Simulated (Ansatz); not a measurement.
O interstitial started at a bond centre in diamond: one set of geometries, relaxed with PBE, evaluated in Ansatz (PAW, plane waves to 420 eV, 500 eV under r2SCAN) with PBE, r2SCAN.

Cell and caveats: 64-site cell; 2×2×2 shifted k-points; start: bond centre of C and C, 1.55 Å; energies good to tenths of an eV; relaxed from one start, so a lower configuration may exist; flagged in the runs: a doubtful potential alignment.

| quantity | PBE | r2SCAN |
|---|---|---|
| host gap (eV) | 4.13 | 4.34 |
| neutral formation energy against O2 molecule in a box (eV) | 7.51 | 7.43 |
| largest moment on one atom at charge 0 (μB) | 0.00 | 0.00 |

PBE narrows the gap by 0.21 eV against r2SCAN, the highest level run.

Ansatz is a program for electronic structure.
